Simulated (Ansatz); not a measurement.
The parent structure is C in the diamond structure (space group Fd-3m, No. 227; a = 3.5538 Å). Axes: x, y, z lie along the cube axes.

Computed with PBEsol/PAW in Ansatz (a quantum-chemistry and plane-wave program), no spin-orbit coupling.

One thing is altered: uniaxial stress, 8 GPa tension along x, with the cell and atoms free to relax against it.

Q: Estimate the effect on the mean lateral Poisson ratio.

A: The mean lateral Poisson ratio amounts to 0.11.

Q: What happens to the energy relative to the base?

A: The energy goes up by 1.1 meV/atom.

Load acts through the strain it causes; cell and atoms are relaxed under it. Stability under load was not tested beyond the relaxation.
